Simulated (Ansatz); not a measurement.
System: white tin (β-Sn). Method: PBEsol (Ansatz, a program for electronic structure, plane waves, PAW).

Numerical settings: plane-wave cutoff 520 eV, 20×20×20 k mesh, Fermi–Dirac smearing 0.05 eV, scalar-relativistic PAW data made under PBE.

Computed at the level's own relaxed cell.

What does this level give for the lattice parameter c, volume per atom, equilibrium lattice constant a, bulk modulus and pressure derivative B′ of the bulk modulus?


* **lattice parameter c**: 3.154 Å
* **volume per atom**: 26.88 Å³/atom
* **equilibrium lattice constant a**: 5.839 Å
* **bulk modulus**: 56.2 GPa
* **pressure derivative B′ of the bulk modulus**: 4.8

The run finds no gap.

Measured, for comparison: lattice parameter c 3.181 Å, lattice constant a 5.831 Å (293 K, not corrected to a static lattice; as tabulated in Wikipedia's data pages); bulk modulus 57.0 GPa (temperature not stated, not corrected to a static lattice; as tabulated in Chen et al. (2023), arXiv:2209.05059). Computed (rounded) less measured: lattice parameter c -0.8 %, lattice constant a +0.1 %, bulk modulus -1 %. A static lattice is as a rule a little smaller and stiffer than an uncorrected measurement, which narrows the difference in the lattice parameter c and would widen misses of the other sign.

Note: the bulk modulus comes from volumes at which shape and atoms were relaxed.

Spin–orbit coupling is not included.

The computed numbers hold no vibrational or temperature effects.
